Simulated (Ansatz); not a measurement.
Take Pt in the fcc (Cu type) structure (space group Fm-3m, No. 225; relaxed with 0.1 eV smearing) as the base.

```
CELL_PARAMETERS angstrom
      0.00000     1.94769     1.94769
      1.94769     0.00000     1.94769
      1.94769     1.94769     0.00000
ATOMIC_POSITIONS crystal
  Pt 0.00000 0.00000 0.00000
```

Cartesian axes are those of the cell as printed.

All numbers come from LDA (Ansatz, a program for electronic structure), spin-orbit coupling left out.

For the base:

| Quantity | Result |
|---|---|
| Pressure | 0.0 GPa |

Modification: compressive biaxial strain of 1.50 % in the plane normal to [001], as in epitaxy on a mismatched substrate; the out-of-plane cell vector and the atoms relax.

How does this affect the ratio −ε⊥/ε∥, energy relative to the base and pressure?

The ratio −ε⊥/ε∥ amounts to 1.39; the energy grows by 6.3 meV/atom; the pressure (mean of the normal stresses, compression positive) goes from zero to 3.2 GPa.

No phonon test of stability was made. The final runs are not spin-polarised.
